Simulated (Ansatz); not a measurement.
## What biaxial strain −3.71 %, plane normal [001], relaxed out of plane does to Mo

Start from Mo in the bcc (W type) structure (space group Im-3m, No. 229; a = 3.1506 Å). Axes: x, y, z lie along the cube axes.

One thing is altered: compressive biaxial strain of 3.71 % in the plane normal to [001], as in epitaxy on a mismatched substrate; the out-of-plane cell vector and the atoms relax.

Method: r2SCAN in Ansatz (plane waves to 500 eV, PAW, no SOC). Γ-centred 21×21×21 mesh, Fermi–Dirac width 0.05 eV.

| quantity | base | changed | shift |
|---|---|---|---|
| volume per atom | 15.64 Å³ | 14.91 Å³ | -0.73 Å³ |
| space group | Im-3m (No. 229) | I4/mmm (No. 139) | – |
| shortest interatomic distance | 2.728 Å | 2.688 Å | -0.040 Å |
| energy relative to the base (free energy F) | 0 meV/atom | +78 meV/atom | +78 meV/atom |
| pressure (mean of the normal stresses, compression positive) | 0.0 GPa | 14.9 GPa | +14.9 GPa |
| band gap | zero | zero | – |
| out-of-plane strain (rough) | – | +2.85 % | – |
| mean in-plane stress (compression positive) (rough) | – | +22.4 GPa | – |

Final structure (turned so that z lies along the plane normal):

```yaml
crystal:
  lattice:
    - [3.03370, 0.00000, 0.00000]
    - [0.00000, 3.03370, 0.00000]
    - [1.51685, -1.51685, 1.62013]
  atoms:
    - { symbol: Mo, position: [0.00000, 0.00000, 0.00000] }
```

Without a gap, meshes like the base's 21×21×21 leave anisotropic stresses uncertain by several tenths of a GPa, and small strain energies with them. Whether these cells are dynamically stable was not tested. All final runs are without spin polarisation.

Ansatz is a first-principles code.
